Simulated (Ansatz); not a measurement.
# Hf: alloy series

Base system: Hf in the hcp (Mg type) structure (space group P6_3/mmc, No. 194).

```yaml
crystal:
  lattice:
    - [3.15907, 0.00000, 0.00000]
    - [-1.57954, 2.73584, 0.00000]
    - [0.00000, 0.00000, 4.99993]
  atoms:
    - { symbol: Hf, position: [0.33333, 0.66667, 0.75000] }
    - { symbol: Hf, position: [0.66667, 0.33333, 0.25000] }
```

The other end (x = 1) is Ta in the hcp (Mg type) structure (space group P6_3/mmc, No. 194; a model cell, its experimental status unchecked): 18.11 Å³/atom, gap zero; this end may not be an ambient phase.

Ta replaces a fraction x of Hf; each row is one arrangement (x, atoms in the cell, starting space group or random), fully relaxed.

Levels (all Ansatz, an electronic-structure program, PAW): PBEsol (420 eV, no spin-orbit coupling); r2SCAN (500 eV, scalar-relativistic without spin-orbit coupling).

Pressures by level, all at the geometries relaxed with PBEsol:

```csv
case,PBEsol,r2SCAN
base,0.0 GPa,4.0 GPa
"x(Ta) = 0.5, 8 atoms, Amm2",0.0 GPa,4.4 GPa
"x(Ta) = 0.75, 4 atoms, P-6m2",0.0 GPa,4.2 GPa
```

Single points use the geometry relaxed with PBEsol. Their cutoffs differ, which shifts pressures a little. These are small ordered cells, not random alloys; other orderings at the same x differ. No phonon test of stability was made. All final runs are without spin polarisation. An odd electron count without spin: HfTa3. This is not the structure that Ta has at room temperature and ambient pressure.
